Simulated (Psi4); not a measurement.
Psi4 1.11, unrestricted WB97X/def2-svp: Zn(I)2 anion ([I][Zn][I]), charge -1, multiplicity 2, 3 atoms. The geometry is a generated start, not checked to be a minimum at this level.

- task = energy
- method = wb97x
- basis = def2-svp
- memory = 3 GB
- maxiter = 100
- keys of the molecule block = symmetry c1
- scf_type = df (default)
- diis_max_vecs = 10 (default)
- e_convergence = 1e-06 (default)
- d_convergence = 1e-06 (default)
- dft_radial_points = 75 (default)
- dft_spherical_points = 302 (default)
- effective core potentials = those of the basis set, past Kr
- basis functions = 83
- grid points = 63623

```xyz
3

Zn     0.0099     0.0001    -0.0004
I     -0.2054     1.9067    -1.5197
I      0.1955    -1.9068     1.5201
```

Charge -1 and multiplicity 2 are set for this test and not shown to be the ground state.

With the defaults (guess = auto, which took SAD, diis = true, scf_initial_accelerator = adiis, damping_percentage = 0, soscf = false, soscf_start_convergence = 0.01, level_shift = 0, level_shift_cutoff = 0.01) it converges in 10 SCF iterations. One run each on 2 threads, with these changes:
- scf_initial_accelerator = ediis
- scf_initial_accelerator = none
- guess = modhuckel
- level_shift = 0.1, level_shift_cutoff = 0.001
- guess = gwh
- guess = huckel
- soscf = true, soscf_start_convergence = 0.1
- diis = false, scf_initial_accelerator = none, damping_percentage = 60
- guess = sapgau

Task: Which runs fail or end elsewhere than the default run?

Result: No convergence: diis = false, scf_initial_accelerator = none, damping_percentage = 60 (the run ends without SCF convergence in 100 iterations). Another solution: guess = huckel (2400 meV higher). The rest reach the solution of the defaults.

| setting | SCF iterations | JK calls | end |
|---|---|---|---|
| soscf = true, soscf_start_convergence = 0.1 | 7 | 28 | same solution |
| the defaults | 10 | 11 | same solution |
| scf_initial_accelerator = ediis | 10 | 11 | same solution |
| scf_initial_accelerator = none | 11 | 12 | same solution |
| level_shift = 0.1, level_shift_cutoff = 0.001 | 11 | 12 | same solution |
| guess = gwh | 14 | 14 | same solution |
| guess = modhuckel | 15 | 28 | same solution |
| guess = sapgau | 18 | 18 | same solution |
| guess = huckel | 12 | 25 | other solution, 2400 meV higher |
| diis = false, scf_initial_accelerator = none, damping_percentage = 60 | 100 | 101 | no convergence |

An SOSCF iteration holds several JK calls; a Hückel guess adds calls on atoms. 1 further run of the study ended by our limits or in an error and is left out.
